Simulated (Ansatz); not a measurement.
The parent structure is La2O3 (space group P-3m1, No. 164; a = 3.906 Å, c = 6.040 Å).

Calculations: Ansatz (a quantum-chemistry and plane-wave program) PBEsol, no SOC.

Before the change:

| Item | Result |
|---|---|
| Shortest interatomic distance | 2.349 Å |
| Width of the top valence band | 0.41 eV |

Now apply this change: cell and atoms relaxed at a pressure of 7.5 GPa.

Task: What happens to the shortest interatomic distance?

Result: The shortest interatomic distance decreases by 0.0243 Å (2.349 Å → 2.324 Å).

Task: What happens to the mean gap deformation potential ΔEg/Δln V?

Result: The mean gap deformation potential ΔEg/Δln V is +0.4 eV.

Task: How does this affect the width of the top valence band?

Result: The width of the top valence band increases by 0.08 eV (0.41 eV → 0.49 eV).

Load acts through the strain it causes; cell and atoms are relaxed under it. No phonon test of stability was made. No other phases were tried under pressure. The base started in C2/m and relaxed to P-3m1 at this level.
